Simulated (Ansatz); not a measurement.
Consider the following.

Host crystal: corundum, with a band gap (PBE, scalar-relativistic without spin-orbit coupling).

End structure of H2O on the 1x1 (0001) surface of corundum (cut with top plane Al), one in a 1x1 cell, started at the site 'hollow Al-O-O-O over O at depth 2.3 Å #2':

```yaml
crystal:
  lattice:
    - [4.80875, 0.00000, 0.00000]
    - [-2.40438, 4.16450, 0.00000]
    - [0.00000, 0.00000, 27.50000]
  atoms:
    - { symbol: Al, position: [0.66667, 0.33333, 0.37743] }
    - { symbol: O, position: [0.65631, 0.68187, 0.38078] }
    - { symbol: O, position: [0.31813, 0.97443, 0.38078] }
    - { symbol: O, position: [0.02557, 0.34369, 0.38078] }
    - { symbol: Al, position: [0.00000, 0.00000, 0.41229] }
    - { symbol: Al, position: [0.33333, 0.66667, 0.42276] }
    - { symbol: O, position: [0.31288, 0.31024, 0.45957] }
    - { symbol: O, position: [0.99736, 0.68712, 0.45957] }
    - { symbol: O, position: [0.68976, 0.00264, 0.45957] }
    - { symbol: Al, position: [0.66661, 0.33334, 0.49209] }
    - { symbol: Al, position: [0.99974, 0.00005, 0.50800] }
    - { symbol: O, position: [0.97544, 0.33172, 0.54030] }
    - { symbol: O, position: [0.66677, 0.64569, 0.54020] }
    - { symbol: O, position: [0.35651, 0.02355, 0.54029] }
    - { symbol: Al, position: [0.33248, 0.66717, 0.57640] }
    - { symbol: Al, position: [0.66556, 0.33366, 0.58667] }
    - { symbol: O, position: [0.63941, 0.99342, 0.62097] }
    - { symbol: O, position: [0.34741, 0.36114, 0.61879] }
    - { symbol: O, position: [0.00781, 0.65283, 0.61864] }
    - { symbol: Al, position: [0.99802, 0.00205, 0.63005] }
    - { symbol: O, position: [0.13536, 0.99577, 0.69950] }
    - { symbol: H, position: [0.33787, 0.20054, 0.69728] }
    - { symbol: H, position: [0.19714, 0.83561, 0.69016] }
```

Set-up: 23 atoms, 6.7 Å thick at the start under the adsorbate (thin: gaps and levels are the slab's own); mesh 4x4x1; 0.01 eV smearing; dipole correction on; single point; no symmetry held, on the structure that PBE left; no spin, no spin-orbit, no U, no dispersion correction. At the end it is bonded to Al. In PBE it is, or lies within 0.03 eV of, the lowest of the starts that converged; the order may differ at this level.

A negative adsorption energy means that the adsorbate is more stable on the surface than in its reference.

Q: Give the adsorption energy against H2O(g) at the same level at the level Ansatz (an electronic-structure program) with HSE06, at the PBE geometry.

A: -0.98 eV

Q: What change of the step from the bottom to the top vacuum level, against the clean slab does HSE06, at the PBE geometry give?

A: -1.72 eV

Q: What highest filled level below the top vacuum level does HSE06, at the PBE geometry give?

A: 5.97 eV

Q: Give the gap of the slab on its k-mesh at the level HSE06, at the PBE geometry.

A: 4.75 eV
